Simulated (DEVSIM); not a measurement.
System: Ni/Si3N4/n-GaSb capacitor, at 300 K.

| layer (left to right) | material | thickness (nm) | Nd (cm⁻³) |
|---|---|---|---|
| 1 | Si3N4 | 16.0 | - |
| 2 | GaSb | 4000 | 2.3e15 |

Metal gate on the left, work function 5.1 eV. Fixed charge at the semiconductor interface 0 cm⁻² (in units of +e); interface traps 1.6e11 cm⁻² eV⁻¹, uniform in energy, neutral level at 0.7 of the gap above the valence band.

This is a model device: material constants are rounded textbook-type values typed into the input, and sizes, dopings and lifetimes were drawn at random. Values at 300 K.

```csv
parameter,Si3N4,GaSb
gap (eV),5.1,0.726
affinity (eV),2.1,4.06
permittivity,7.5,15.7
Nc (cm⁻³),-,2.1e17
Nv (cm⁻³),-,1.8e19
```

Simulated with DEVSIM: 1D Poisson equation in equilibrium, Boltzmann statistics, complete ionisation; no quantum confinement or tunnelling. Metal contacts follow the ideal Schottky-Mott rule: no Fermi-level pinning, no interface dipoles.

### Question
Tabulate band edges, carrier densities and field at 0.5 V on the gate.

### Answer
Energies count from the Fermi level of the right contact; mesh points crowd at the junctions.

```json
[
 {"x (μm)": "0.000", "Ec (eV)": "2.500", "Ev (eV)": "-2.600", "n (cm⁻³)": "< 1e2", "p (cm⁻³)": "< 1e2", "field (V/cm)": "-39000"},
 {"x (μm)": "0.001445", "Ec (eV)": "2.494", "Ev (eV)": "-2.606", "n (cm⁻³)": "< 1e2", "p (cm⁻³)": "< 1e2", "field (V/cm)": "-39000"},
 {"x (μm)": "0.004421", "Ec (eV)": "2.483", "Ev (eV)": "-2.617", "n (cm⁻³)": "< 1e2", "p (cm⁻³)": "< 1e2", "field (V/cm)": "-39000"},
 {"x (μm)": "0.009932", "Ec (eV)": "2.462", "Ev (eV)": "-2.638", "n (cm⁻³)": "< 1e2", "p (cm⁻³)": "< 1e2", "field (V/cm)": "-39000"},
 {"x (μm)": "0.01450", "Ec (eV)": "2.444", "Ev (eV)": "-2.656", "n (cm⁻³)": "< 1e2", "p (cm⁻³)": "< 1e2", "field (V/cm)": "-39000"},
 {"x (μm)": "0.01597", "Ec (eV)": "2.438", "Ev (eV)": "-2.662", "n (cm⁻³)": "< 1e2", "p (cm⁻³)": "< 1e2", "field (V/cm)": "-32000"},
 {"x (μm)": "0.01746", "Ec (eV)": "0.476", "Ev (eV)": "-0.250", "n (cm⁻³)": "2.1e9", "p (cm⁻³)": "1.2e15", "field (V/cm)": "-14000"},
 {"x (μm)": "0.02285", "Ec (eV)": "0.469", "Ev (eV)": "-0.257", "n (cm⁻³)": "2.8e9", "p (cm⁻³)": "8.7e14", "field (V/cm)": "-13000"},
 {"x (μm)": "0.03352", "Ec (eV)": "0.455", "Ev (eV)": "-0.271", "n (cm⁻³)": "4.8e9", "p (cm⁻³)": "5.1e14", "field (V/cm)": "-13000"},
 {"x (μm)": "0.05841", "Ec (eV)": "0.424", "Ev (eV)": "-0.302", "n (cm⁻³)": "1.6e10", "p (cm⁻³)": "1.5e14", "field (V/cm)": "-12000"},
 {"x (μm)": "0.1165", "Ec (eV)": "0.357", "Ev (eV)": "-0.369", "n (cm⁻³)": "2.1e11", "p (cm⁻³)": "1.1e13", "field (V/cm)": "-11000"},
 {"x (μm)": "0.3257", "Ec (eV)": "0.192", "Ev (eV)": "-0.534", "n (cm⁻³)": "1.3e14", "p (cm⁻³)": "1.9e10", "field (V/cm)": "-5200"},
 {"x (μm)": "0.7401", "Ec (eV)": "0.118", "Ev (eV)": "-0.608", "n (cm⁻³)": "2.1e15", "p (cm⁻³)": "1.1e9", "field (V/cm)": "-180"},
 {"x (μm)": "1.707", "Ec (eV)": "0.117", "Ev (eV)": "-0.609", "n (cm⁻³)": "2.3e15", "p (cm⁻³)": "1.0e9", "field (V/cm)": "≈ 0"},
 {"x (μm)": "3.268", "Ec (eV)": "0.117", "Ev (eV)": "-0.609", "n (cm⁻³)": "2.3e15", "p (cm⁻³)": "1.0e9", "field (V/cm)": "≈ 0"},
 {"x (μm)": "3.696", "Ec (eV)": "0.117", "Ev (eV)": "-0.609", "n (cm⁻³)": "2.3e15", "p (cm⁻³)": "1.0e9", "field (V/cm)": "≈ 0"},
 {"x (μm)": "3.880", "Ec (eV)": "0.117", "Ev (eV)": "-0.609", "n (cm⁻³)": "2.3e15", "p (cm⁻³)": "1.0e9", "field (V/cm)": "≈ 0"},
 {"x (μm)": "3.958", "Ec (eV)": "0.117", "Ev (eV)": "-0.609", "n (cm⁻³)": "2.3e15", "p (cm⁻³)": "1.0e9", "field (V/cm)": "≈ 0"},
 {"x (μm)": "3.998", "Ec (eV)": "0.117", "Ev (eV)": "-0.609", "n (cm⁻³)": "2.3e15", "p (cm⁻³)": "1.0e9", "field (V/cm)": "≈ 0"},
 {"x (μm)": "4.009", "Ec (eV)": "0.117", "Ev (eV)": "-0.609", "n (cm⁻³)": "2.3e15", "p (cm⁻³)": "1.0e9", "field (V/cm)": "≈ 0"},
 {"x (μm)": "4.014", "Ec (eV)": "0.117", "Ev (eV)": "-0.609", "n (cm⁻³)": "2.3e15", "p (cm⁻³)": "1.0e9", "field (V/cm)": "≈ 0"},
 {"x (μm)": "4.016", "Ec (eV)": "0.117", "Ev (eV)": "-0.609", "n (cm⁻³)": "2.3e15", "p (cm⁻³)": "1.0e9", "field (V/cm)": "≈ 0"}
]
```
